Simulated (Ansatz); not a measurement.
**Ti3Al under a change: Al → P**

Base system: Ti3Al (space group P6_3/mmc, No. 194; a = 5.688 Å, c = 4.608 Å).

Modification: full substitution Al → P; the structure is relaxed again.

All numbers come from PBEsol, PAW, 420 eV (Ansatz, an electronic-structure program; no SOC). Γ-centred 10×10×11 mesh, Fermi–Dirac width 0.05 eV, for the changed cell.

```json
{
  "volume_per_atom": "14.34 Å³ (base 16.14 Å³)",
  "density": "5.05 g/cm³ (base 4.39 g/cm³)",
  "lattice_parameter_a": "5.457 Å (base 5.688 Å)",
  "c/a ratio": "0.815 (base 0.810)",
  "space_group": "P6_3/mmc (No. 194) (base P6_3/mmc (No. 194))",
  "band_gap": "zero (base zero)"
}
```

Final structure:

```
Ti3P
1.0
    5.45730     0.00000     0.00000
   -2.72865     4.72616     0.00000
    0.00000     0.00000     4.44926
Ti P
6 2
Direct
  0.82936   0.65871   0.25000
  0.17064   0.82936   0.75000
  0.34129   0.17064   0.25000
  0.17064   0.34129   0.75000
  0.82936   0.17064   0.25000
  0.65871   0.82936   0.75000
  0.33333   0.66667   0.25000
  0.66667   0.33333   0.75000
```

Stability against distortions was not tested. As relaxed here, Ti3P is a hypothetical phase, not in the database extracts checked. The final runs are not spin-polarised. Ti3P has a high density of states at the Fermi level and may be magnetic at this level.
